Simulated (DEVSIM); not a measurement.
Structure: illuminated Si n-on-p cell, one wavelength, with a back-surface field, at 350 K.

| layer (left to right) | material | thickness (μm) | Nd (cm⁻³) | Na (cm⁻³) | τn (s) | τp (s) | absorption coefficient (cm⁻¹) |
|---|---|---|---|---|---|---|---|
| 1 | Si | 0.890 | 1.6e19 | - | 7.8e-5 | 6.4e-5 | 910 |
| 2 | Si | 240 | - | 8.6e16 | 0.00079 | 0.00079 | 910 |
| 3 | Si | 1.70 | - | 1.8e18 | 0.00079 | 0.00079 | 910 |

Left contact: ohmic, minority hole recombination velocity 10 cm/s. Right contact: ohmic, minority electron recombination velocity 70 cm/s. Voltage is applied to the left contact. Recombination: SRH at mid-gap, radiative, Auger. Gap narrowing is on: ΔEg = 6.92 meV × (l + √(l² + 0.5)), l = ln(N/1.3e17 cm⁻³), shared equally by both band edges. Light enters at the left, 2.2e18 photons cm⁻² s⁻¹, one pass, no reflection. Mobility is μmin + (μ − μmin)/(1 + (N/Nref)^α).

The device is made up for the run: typed textbook-type constants, with dimensions and the other settings drawn at random. Values at 300 K; Nc and Nv go as T^1.5, mobilities as T to minus their exponent, the gap by Varshni's rule with the affinity fixed.

```tsv
parameter	Si
gap (eV)	1.124
affinity (eV)	4.05
permittivity	11.7
Nc (cm⁻³)	2.86e19
Nv (cm⁻³)	3.1e19
μn (cm²/Vs)	1417
μp (cm²/Vs)	470
μn,min	52
μp,min	45
Nref,n	9.7e16
Nref,p	2.2e17
αn	0.68
αp	0.72
T exponent of μn	2.3
T exponent of μp	2.2
B (cm³/s)	4.7e-15
Cn (cm⁶/s)	2.8e-31
Cp (cm⁶/s)	9.9e-32
Varshni α (eV/K)	0.000473
Varshni β (K)	636
```

Simulated with DEVSIM: 1D drift-diffusion, Boltzmann statistics, complete ionisation; no tunnelling, impact ionisation, image-force lowering or self-heating.

The doping Na of layer 3 was swept, all else fixed.

```csv
doping Na of layer 3 (cm^-3),potential step across the device at zero bias (V),dark forward voltage at 1 A/cm² (V),share of generated pairs collected at short circuit,open-circuit voltage (V)
5.4e16,0.853,(withheld),0.984,0.657
1.8e17,0.887,0.698,0.987,0.662
5.4e17,0.913,0.699,0.988,0.663
1.8e18,0.941,0.700,0.988,0.663
5.4e18,0.967,0.697,0.987,0.661
1.8e19,0.995,0.689,0.981,0.653
```

Task: Some entries are withheld; supply them.

Result: 
- 5.4e16, dark forward voltage at 1 A/cm² (V): 0.693
